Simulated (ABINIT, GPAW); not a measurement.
An ABINIT input for a self-consistent single point of SrFe₂As₂ (I4/mmm, 5 atoms in the cell) (DFT, PBEsol, plane waves, norm-conserving pseudopotentials (PseudoDojo nc-sr-04 PBEsol standard)):

```
# Sr(FeAs)2, PseudoDojo nc-sr-04 PBEsol standard
pp_dirpath "./"
pseudos "Sr.upf, Fe.upf, As.upf"
acell 12.2107691841 12.2107691841 12.2107691841
rprim
        -0.3036440734    0.3036440734    0.9031060588
         0.3036440734   -0.3036440734    0.9031060588
         0.3036440734    0.3036440734   -0.9031060588
natom 5
ntypat 3
znucl 38 26 33
typat 1 2 2 3 3
xred
         0.0000000000    0.0000000000    0.0000000000
         0.2500000000    0.7500000000    0.5000000000
         0.7500000000    0.2500000000    0.5000000000
         0.6490000000    0.6490000000    0.0000000000
         0.3510000000    0.3510000000    0.0000000000
ecut 45
occopt 7
tsmear 0.00734986
nband 46
kptopt 1
ngkpt 6 6 6
nshiftk 1
shiftk 0 0 0
nstep 100
tolvrs 1.0e-10
prtwf 0
prtden 0
prtvol 1
enunit 2
```

Question: Write the same calculation as an input for GPAW.

Answer: This is the input that was run; spellings and numerical settings could be chosen otherwise.

```python
from ase import Atoms
from ase.units import GPa
from gpaw import GPAW, PW

atoms = Atoms(['Sr', 'Fe', 'Fe', 'As', 'As'],
              cell=[[-1.962045, 1.962045, 5.835565],
                    [1.962045, -1.962045, 5.835565],
                    [1.962045, 1.962045, -5.835565]],
              scaled_positions=[[0.000000, 0.000000, 0.000000],
                                [0.250000, 0.750000, 0.500000],
                                [0.750000, 0.250000, 0.500000],
                                [0.649000, 0.649000, 0.000000],
                                [0.351000, 0.351000, 0.000000]],
              pbc=True)

calc = GPAW(mode=PW(800),
            xc='PBEsol',
            kpts={'size': (6, 6, 6), 'gamma': True},
            occupations={'name': 'methfessel-paxton', 'width': 0.2, 'order': 0},
            nbands=-9,
            convergence={'forces': 0.001},
            symmetry={'symmorphic': False, 'tolerance': 0.0005},
            maxiter=120,
            txt='-')

atoms.calc = calc

energy = atoms.get_potential_energy()
print('Energy (eV):', round(energy, 6))
forces = atoms.get_forces()
print('Forces (eV/Ang):')
print(forces.round(5))
stress = atoms.get_stress()
print('Stress (GPa, Voigt):', (stress / GPa).round(4))
```

Basis, cutoffs, solver keys and any potentials are the target program's own. This input uses DFT PBEsol, plane waves, GPAW PAW datasets PBEsol (made by gpaw-setup).

The starting cell comes from a database of computed structures (which also holds hypothetical and non-ambient phases and stackings), without a prior relaxation at this level.
